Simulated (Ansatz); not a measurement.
The starting structures come from a database of crystals and need not be the phases stable at ambient conditions.

Given:

```
CELL_PARAMETERS angstrom
      4.70672     0.00000     0.00000
      2.24753     5.57053     0.00000
     -2.23761    -0.59231     4.01866
ATOMIC_POSITIONS crystal
  Li 0.86723 0.33804 0.74358
  Li 0.13277 0.66196 0.25642
  Be 0.27400 0.15412 0.35592
  Be 0.72600 0.84588 0.64408
  B  0.59941 0.22778 0.07053
  B  0.40059 0.77222 0.92947
  O  0.90229 0.23866 0.32778
  O  0.09771 0.76134 0.67222
  O  0.31285 0.29120 0.12656
  O  0.68715 0.70880 0.87344
  O  0.57815 0.15449 0.74306
  O  0.42185 0.84551 0.25694
```

Space group of this cell: P-1. The cell is taken as given; by r2SCAN its mean pressure is -4.3 GPa.

Transport runs along the normal of the first two printed cell vectors.

No gap correction and no spin-orbit coupling; mid-gap values are interpolated between computed energies.

Problem. Give the band gap and the smallest decay constant κ at mid-gap that r2SCAN in Ansatz (a first-principles code) yields.

Solution. Gap 6.68 eV on a 8×6×8 mesh; κ = 0.509 1/Å, at the zone centre.
